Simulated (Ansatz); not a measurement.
# How the elastic constant C12 of B20 (FeSi-type) CoSi moves with the method

No measured value is used here.

```csv
level (code),value (GPa),cell (Å³/atom)
LDA (Ansatz),169,10.29
PBE (Ansatz),146,10.87
PBEsol (Ansatz),159,10.54
r²SCAN (Ansatz),160,10.53
```

The crystal itself was run without spin with LDA, PBE, PBEsol, r²SCAN; a magnetic state was not tried in these runs. Each level is taken at its own relaxed cell. Cutoffs differ between the levels. Ansatz's density-functional and Hartree–Fock values are scalar-relativistic unless marked +SOC, with PAW data made under PBE.

Ansatz is a program for electronic structure.
